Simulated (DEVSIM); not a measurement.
System: Pd/La2O3/SiO2/n-Si capacitor, at 250 K.

| layer (left to right) | material | thickness (nm) | Nd (cm⁻³) |
|---|---|---|---|
| 1 | La2O3 | 7.50 | - |
| 2 | SiO2 | 0.550 | - |
| 3 | Si | 14000 | 1.8e15 |

Metal gate on the left, work function 5.2 eV. Fixed charge at the semiconductor interface 0 cm⁻² (in units of +e); no interface traps.

The device is made up for the run: typed textbook-type constants, with dimensions and the other settings drawn at random. Values at 300 K; Nc and Nv go as T^1.5, mobilities as T to minus their exponent, the gap by Varshni's rule with the affinity fixed.

```
parameter         La2O3  SiO2        Si
----------------  -----  ----  --------
gap (eV)            5.8     9     1.124
affinity (eV)       1.8   0.9      4.05
permittivity         27   3.9      11.7
Nc (cm⁻³)             -     -   2.86e19
Nv (cm⁻³)             -     -    3.1e19
Varshni α (eV/K)      -     -  0.000473
Varshni β (K)         -     -       636
```

Model (solved in DEVSIM): 1D Poisson equation in equilibrium, Boltzmann statistics, complete ionisation; no quantum confinement or tunnelling. Metal contacts follow the ideal Schottky-Mott rule: no Fermi-level pinning, no interface dipoles.

The fixed charge was swept, all else fixed.

```json
[
 {"fixed charge (cm^-2)": "-4.5e12", "flat-band voltage (V)": "1.29", "threshold voltage (band bending 2φF) (V)": "0.55", "minimum of the low-frequency capacitance (μF/cm²)": "0.0162"},
 {"fixed charge (cm^-2)": "-2.25e12", "flat-band voltage (V)": "1.12", "threshold voltage (band bending 2φF) (V)": "0.38", "minimum of the low-frequency capacitance (μF/cm²)": "0.0159"},
 {"fixed charge (cm^-2)": "0", "flat-band voltage (V)": "0.95", "threshold voltage (band bending 2φF) (V)": "0.21", "minimum of the low-frequency capacitance (μF/cm²)": "0.0157"},
 {"fixed charge (cm^-2)": "2.25e12", "flat-band voltage (V)": "0.78", "threshold voltage (band bending 2φF) (V)": "0.04", "minimum of the low-frequency capacitance (μF/cm²)": "0.0159"},
 {"fixed charge (cm^-2)": "4.5e12", "flat-band voltage (V)": "0.61", "threshold voltage (band bending 2φF) (V)": "-0.13", "minimum of the low-frequency capacitance (μF/cm²)": "0.0160"}
]
```

From the first row to the last the flat-band voltage goes from 1.29 to 0.61. From the first row to the last the threshold voltage (band bending 2φF) goes from 0.55 to -0.13.
